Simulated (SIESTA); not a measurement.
Band structure of Bi2BO5 (Cmc2_1, 16 atoms in the cell).

```xyz
16
Lattice="6.9303 -2.7428 0.0000 6.9303 2.7428 0.0000 0.0000 0.0000 5.5898" Properties=species:S:1:pos:R:3 pbc="T T T"
B      6.9303     1.0709     3.6868
B      6.9303    -1.0709     0.8919
Bi     9.1198     1.4839     1.3110
Bi     4.7407    -1.4839     4.1059
Bi     4.7407     1.4839     1.3110
Bi     9.1198    -1.4839     4.1059
O      8.1418    -1.7337     0.8047
O      5.7187     1.7337     3.5996
O      5.7187    -1.7337     0.8047
O      8.1418     1.7337     3.5996
O      3.5872     0.0064     2.5993
O     10.2733    -0.0064     5.3943
O     10.2733     0.0064     2.5993
O      3.5872    -0.0064     5.3943
O      6.9303     0.3172     0.9991
O      6.9303    -0.3172     3.7940
```

Method of the run: SIESTA with GGA PBEsol with spin-orbit coupling, numerical atomic orbitals DZP, PseudoDojo PBEsol fully relativistic norm-conserving potentials (rewritten from UPF to PSML).

Settings: XC.functional = GGA; XC.authors = PBEsol; potentials = PseudoDojo PBEsol fully relativistic; PAO.BasisSize = DZP; PAO.EnergyShift = 0.01 Ry; MeshCutoff = 400 Ry; kgrid.MonkhorstPack = 3 3 3; OccupationFunction = MP; OccupationMPOrder = 1; ElectronicTemperature = 136 meV; Spin = spin-orbit; MaxSCFIterations = 150; SCF.Mixer.Method = Broyden; SCF.Mixer.Weight = 0.1.

The starting cell comes from a database of computed structures (which also holds hypothetical and non-ambient phases and stackings), without a prior relaxation at this level. Values carry the incompleteness of an atom-centred basis. The run gives no clean gap (levels at the Fermi energy touch, overlap or are partly filled at this smearing), which alone does not show that the compound is a metal.

Levels in eV from the Fermi level, bands 123 to 128:
```tsv
point	123	124	125	126	127	128
Γ	-0.69	-0.69	0.19	0.19	0.41	0.41
X	-0.46	-0.45	-0.28	-0.28	-0.16	-0.14
S	-0.54	-0.54	-0.36	-0.36	-0.24	-0.24
R	-0.31	-0.31	-0.16	-0.16	-0.14	-0.14
A	-0.24	-0.24	-0.11	-0.11	-0.11	-0.11
Z	-0.91	-0.91	0.38	0.38	0.38	0.38
Y	-0.77	-0.77	-0.45	-0.45	0.55	0.55
X1	-0.46	-0.45	-0.28	-0.28	-0.16	-0.14
A1	-0.24	-0.24	-0.11	-0.11	-0.11	-0.11
T	-0.75	-0.75	0.10	0.10	0.10	0.10
```

Bands cross the Fermi level along this path, so the cell is metallic at this level.

Higher empty bands are left out: an atom-centred basis made for the valence describes them poorly.

The net moment of the cell came out as 0.00 μB.
